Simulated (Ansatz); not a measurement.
Consider GaCuSe₂ in the chalcopyrite structure (space group I-42d, No. 122).

```cif
data_Cu2Ga2Se4
_chemical_formula_sum 'Ga2 Cu2 Se4'
_space_group_name_H-M_alt 'P 1'
_space_group_IT_number 1
_cell_length_a 6.91348
_cell_length_b 6.91348
_cell_length_c 6.91348
_cell_angle_alpha 131.566
_cell_angle_beta 131.566
_cell_angle_gamma 70.916
loop_
_space_group_symop_operation_xyz
  'x, y, z'
loop_
_atom_site_label
_atom_site_type_symbol
_atom_site_fract_x
_atom_site_fract_y
_atom_site_fract_z
_atom_site_occupancy
Ga1 Ga 0.50000 0.50000 0.00000 1
Ga2 Ga 0.25000 0.75000 0.50000 1
Cu1 Cu 0.00000 0.00000 0.00000 1
Cu2 Cu 0.75000 0.25000 0.50000 1
Se1 Se 0.87500 0.88122 0.50622 1
Se2 Se 0.11878 0.62500 0.99378 1
Se3 Se 0.37500 0.36878 0.49378 1
Se4 Se 0.63122 0.12500 0.00622 1
```

Computed with PBE (Ansatz, a quantum-chemistry and plane-wave program), without spin-orbit coupling.

Strains are applied to the cell and any free atomic positions relax.

One change was made to it. Results:

The pressure (mean of the normal stresses, compression positive) goes from zero to -1.3 GPa; the energy increases by 2.1 meV/atom.

**Question.** What was done to the base?
(A) isotropic strain +2.25 %
(B) isotropic strain +3.00 %
(C) isotropic strain +0.75 %

**Answer.** C, isotropic strain +0.75 %. For comparison, the energy relative to the base in the other runs: isotropic strain +2.25 % gives +18 meV/atom; isotropic strain +3.00 % gives +31 meV/atom.

No phonon test of stability was made. All final runs are without spin polarisation. Gaps under 0.05 eV, about the width of the smearing, are given as zero.
